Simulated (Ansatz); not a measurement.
**AgCl: pressure series**

Take AgCl in the rock salt structure (space group Fm-3m, No. 225; a = 5.5450 Å) as the base.

Cell and atoms are relaxed at each pressure.

Computed with Kohn–Sham DFT with the r2SCAN functional, run in Ansatz (a first-principles code) with PAW and 500 eV plane waves, spin-orbit coupling left out.

Candidates:
(a) pressure 1.8 GPa
(b) pressure 45 GPa
(c) pressure −1 GPa
(d) pressure −2 GPa
(e) pressure 4.2 GPa

Before the change:

```
Property              Result
-------------------  -------
Smallest direct gap  3.57 eV
```

### Question
Order them by smallest direct gap, highest first.

### Answer
(e) pressure 4.2 GPa (3.84 eV), (a) pressure 1.8 GPa (3.69 eV), (c) pressure −1 GPa (3.50 eV), (b) pressure 45 GPa (3.45 eV), (d) pressure −2 GPa (3.42 eV)

Load acts through the strain it causes; cell and atoms are relaxed under it. Whether these cells are dynamically stable was not tested. Competing high-pressure phases were not computed.
